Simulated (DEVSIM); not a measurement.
Device: abrupt Si p-n junction, at 300 K.

```
layer (left to right)  material  thickness (μm)  Nd (cm⁻³)  Na (cm⁻³)  τn (s)  τp (s)
---------------------  --------  --------------  ---------  ---------  ------  ------
1                            Si           0.650          -     3.4e16  1.2e-7  1.2e-7
2                            Si             260       1e17          -  1.2e-7  1.2e-7
```

Left contact: ohmic. Right contact: ohmic. Voltage is applied to the left contact. Recombination: SRH at mid-gap, radiative, Auger. Mobility is μmin + (μ − μmin)/(1 + (N/Nref)^α).

The device is made up for the run: typed textbook-type constants, with dimensions and the other settings drawn at random. Values at 300 K; Nc and Nv go as T^1.5, mobilities as T to minus their exponent, the gap by Varshni's rule with the affinity fixed.

```
parameter               Si
----------------  --------
gap (eV)             1.124
affinity (eV)         4.05
permittivity          11.7
Nc (cm⁻³)          2.86e19
Nv (cm⁻³)           3.1e19
μn (cm²/Vs)           1417
μp (cm²/Vs)            470
μn,min                  52
μp,min                  45
Nref,n              9.7e16
Nref,p              2.2e17
αn                    0.68
αp                    0.72
T exponent of μn       2.3
T exponent of μp       2.2
B (cm³/s)          4.7e-15
Cn (cm⁶/s)         2.8e-31
Cp (cm⁶/s)         9.9e-32
Varshni α (eV/K)  0.000473
Varshni β (K)          636
```

Model (solved in DEVSIM): 1D drift-diffusion, Boltzmann statistics, complete ionisation; no tunnelling, impact ionisation, image-force lowering or self-heating.

Base results: largest field in the device at zero bias (V/cm) 77000; dark forward voltage at 1 A/cm² (V) 0.576; potential step across the device at zero bias (V) 0.802.

What follows from this one change: thickness of layer 1 0.65 → 1.1 μm?

largest field in the device at zero bias little changed (77000 V/cm); dark forward voltage at 1 A/cm² 0.576 → 0.590 V; potential step across the device at zero bias little changed (0.802 V).

What follows from this one change: temperature 300 → 500 K?

largest field in the device at zero bias 77000 → 55000 V/cm; dark forward voltage at 1 A/cm² 0.576 → 0.118 V; potential step across the device at zero bias 0.802 → 0.462 V.

What follows from this one change: doping Nd of layer 2 1e+17 → 3e+15 cm^-3?

largest field in the device at zero bias 77000 → 24000 V/cm; dark forward voltage at 1 A/cm² 0.576 → 0.612 V; potential step across the device at zero bias 0.802 → 0.711 V.

What follows from this one change: constant mobility in place of the doping-dependent one?

largest field in the device at zero bias little changed (77000 V/cm); dark forward voltage at 1 A/cm² 0.576 → 0.565 V; potential step across the device at zero bias little changed (0.802 V).
